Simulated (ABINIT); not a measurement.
# How far to go with the plane-wave cutoff: SnO (P4mm, 4 atoms in the cell)

```
SnO
1.0
    3.78100     0.00000     0.00000
    0.00000     3.78100     0.00000
    0.00000     0.00000     4.81580
Sn O
2 2
Direct
  0.50000   0.00000   0.77238
  0.00000   0.50000   0.23800
  0.50000   0.50000   0.00000
  0.00000   0.00000   0.00000
```

Computed with PBEsol, PAW (JTH v2.0 PBE PAW, files made for PBE) (plane waves; ABINIT).

Base settings: pseudos = [Sn.GGA_PBE-JTH.xml, O.GGA_PBE-JTH.xml]; ecut = 48 Ry; pawecutdg = 96 Ry; pawxcdev = 0; ixc = -116133; occopt = 3; tsmear = 0.00073499 Ha; ngkpt = 3 3 2; nshiftk = 1; shiftk = 0 0 0.

Moved along: pawecutdg.

The second cell is the first with its lattice scaled by 0.98.

The mesh stays at the base's, so the ladder's end is converged at best in this setting alone.

Only quantities that move along the ladder and can be compared are tabulated; the gap is left out on so coarse a mesh.

The count of work is k-points × plane waves × bands × iterations; it is no time. 

The starting cell has typed, rounded lattice constants, without a prior relaxation at this level. Its lattice was rescaled by up to half a per cent. One atom was moved a little off its site on purpose. The potentials were made for another functional than the one used. In the base run, forces exceed 1 eV/Å.

Steps (ecut): 16.4 Ry; 18.8 Ry; 22 Ry; 24 Ry; 26 Ry; 32 Ry; 42 Ry; 48 Ry; 56 Ry; 70 Ry; 94 Ry; 112 Ry.

Task: What is the coarsest ecut that holds the free energy within 5 meV/atom?

Result: Not settled: the last two steps still differ by 8.0 meV/atom, over half the tolerance, so the ladder does not show it.

Task: What is the coarsest ecut that holds the pressure within 1 GPa?

Result: Not settled: the last two steps still differ by 0.53 GPa, over half the tolerance, so the ladder does not show it.

Task: What is the coarsest ecut that holds the forces within 0.005 eV/Å of the last step, with all finer ones?

Result: 94 Ry; the step before is off by 0.008 eV/Å.

```csv
ecut,free energy less the last step's (meV/atom),energy of the compressed cell less the first (meV/atom),pressure (GPa),largest difference of a force vector from the last step's (eV/Å),count of work / last
16.4 Ry,9097.81,-24.93,-310.20,0.352,0.049
18.8 Ry,3957.94,71.14,-151.73,0.154,0.060
22 Ry,1411.90,37.69,-58.09,0.017,0.082
24 Ry,777.27,33.05,-31.21,0.015,0.10
26 Ry,434.39,49.90,-15.78,0.027,0.11
32 Ry,112.82,40.09,-1.34,0.030,0.15
42 Ry,44.03,41.10,2.99,0.012,0.22
48 Ry,41.00,41.16,2.69,0.021,0.28
56 Ry,25.56,41.32,2.37,0.004,0.38
70 Ry,13.92,41.19,2.94,0.008,0.50
94 Ry,7.99,41.16,3.04,0.001,0.77
112 Ry,0.00,41.27,2.51,0.000,1.0
```

At the lowest cutoff the pressure lies 313 GPa under the last step's, the usual sign of Pulay stress in an incomplete plane-wave basis.
